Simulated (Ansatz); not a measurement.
Functionals compared on a O vacancy (middle of the slab) in a 2x2 cell of the 1x1 (0001) surface of corundum (cut with top plane Al), in Ansatz (plane waves, PAW). The structure was relaxed with PBE; the other rows are single points on it, each with its references at the same level. Cutoff 420 eV (500 eV for r2SCAN). The points keep PBE's geometry, so the relaxation of a polaron and the settling of charge on one site are left out. HSE06 used the coarser mesh 2x2x1.

Host crystal: corundum, with a band gap (PBE, scalar-relativistic without spin-orbit coupling).

Slab: 79 atoms, 6.7 Å thick at the start (thin: gaps and levels are the slab's own); k 3x3x1, smearing 0.01 eV, dipole-corrected; 16 atoms held, the rest relaxed; no symmetry held; spin-polarised from one start with parallel moments (other orders not tried), no spin-orbit, no U. The starting moment vanished. These notes are the PBE run's. r2SCAN: The program's check for a lower electronic state was not made. HSE06: The program's check for a lower electronic state was not made.

A dash marks a value that is undefined for that row or was read on another mesh.

```
functional  formation energy (eV)  gap of the slab on its k-mesh (eV)  highest filled level below the top vacuum level (eV)  magnetic moment of the cell (μB)
----------  ---------------------  ----------------------------------  ----------------------------------------------------  --------------------------------
PBE                          6.57                                2.32                                                  4.02                              0.00
r2SCAN                       7.33                                2.85                                                  4.13                              0.00
HSE06                         [?]                                   –                                                     –                              0.00
```

Task: Complete the blanks.

Result: 
- HSE06, formation energy (eV): 7.02

Ansatz is a quantum-chemistry and plane-wave program.
